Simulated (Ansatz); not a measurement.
We consider Ge2Sb2Te5 (P-3m1, No. 164, 9 atoms in the cell; start mp-1224375), described by HSE06+SOC (Ansatz, a first-principles code, PAW).

Input file:

Ansatz 0.2 input:
```yaml
crystal:
  lattice:
    - [4.2328843416, 0.0, 0.0]
    - [-2.1164421708, 3.6657853711, 0.0]
    - [0.0, 0.0, 16.8320318309]
  atoms:
    - { symbol: Ge, position: [0.3333333333, 0.6666666667, 0.8990587068] }
    - { symbol: Ge, position: [0.6666666667, 0.3333333333, 0.1009412932] }
    - { symbol: Sb, position: [0.0, 0.0, 0.6813679116] }
    - { symbol: Sb, position: [0.0, 0.0, 0.3186320884] }
    - { symbol: Te, position: [0.0, 0.0, 0.0] }
    - { symbol: Te, position: [0.6666666667, 0.3333333333, 0.8004446198] }
    - { symbol: Te, position: [0.3333333333, 0.6666666667, 0.1995553802] }
    - { symbol: Te, position: [0.3333333333, 0.6666666667, 0.5787089016] }
    - { symbol: Te, position: [0.6666666667, 0.3333333333, 0.4212910984] }
basis:
  ecutwfc: 460
  ecutrho_ratio: 4
  xc_grid: 2
kpoints:
  mp_grid: { grid: [6, 6, 2] }
hamiltonian:
  xc: hse06
  dispersion: none
  pseudopotentials: { kind: paw }
scf:
  occupations: { method: fermi_dirac, width: 0.01 }
  convergence: { dr2_threshold: 0.0000000009 }
output:
  forces: true
  stress: true
  eigenvalues: true
magnetization:
  noncollinear: true
  spin_orbit: true
```

The run printed, among other lines:

```
WARN output.stress: scf.exx.energy_threshold = 1e-6 eV is looser than the 9e-8 eV advised for a stress under a hybrid functional (1e-8 eV for each atom of the …
Crystal: 9 atoms, lattice volume = 261.180 Å³
Basis set: ecut = 460 eV, 5897 PW (Γ), exchange–correlation on 60×60×240 points (8 copies of the dense FFT grid, shifted against one another)
Bands: 166, of which v1, the nominal top of the filled ones, is band 138 counted from 1 (137 counted from 0)
Symmetry: 12 space group operations + 12 with time reversal
k-points: 14 of 72
Initial density: superposition of atomic densities (chi_scale 0.1, normalization cell, long waves kept (reshape's long-wave potential 0.32 eV rms))
spin=Noncollinear: Kerker preconditioning applied to the charge; magnetization (m_x, m_y, m_z) channels mix plain (no charge-response kernel on spin).
Crystal: 9 atoms, lattice volume = 261.180 Å³
Initial density: handed on by an earlier stage of this run
Crystal: 9 atoms, lattice volume = 261.180 Å³
SCF 3 converged in 9 iterations: F = -56475.454094 eV  dr2 = 6.15e-10
Free energy (F): -56475.454094 eV
Internal energy: -56475.454072 eV  (E = F + TS)
E sigma→0 (E₀):  -56475.454083 eV
Fermi energy:    9.849591 eV
--- Forces (eV/Å), atoms counted from 1 ---
  atom   1  Ge     0.00000000     0.00000000    -0.02934479
  atom   2  Ge     0.00000000    -0.00000000     0.02934479
  atom   3  Sb     0.00000000     0.00000000    -0.19809962
  atom   4  Sb     0.00000000    -0.00000000     0.19809962
  atom   5  Te     0.00000000     0.00000000     0.00000000
  atom   6  Te     0.00000000    -0.00000000     0.03191012
  atom   7  Te    -0.00000000     0.00000000    -0.03191012
  atom   8  Te     0.00000000    -0.00000000     0.35356066
  atom   9  Te     0.00000000     0.00000000    -0.35356066
--- Stress (GPa, compression-positive) ---
        0.871825      -0.000000       0.000000
        0.000000       0.871825      -0.000000
        0.000000      -0.000000       1.008062
  P = ⅓ Tr σ = 0.9172 GPa (9.172 kbar)
```

The PAW data were made under PBE.

Note: cell and atoms aren't relaxed at this level (largest force component 0.35 eV/Å, pressure 0.9 GPa).

A start named mp-… is a Materials Project structure, which need not be a measured phase.
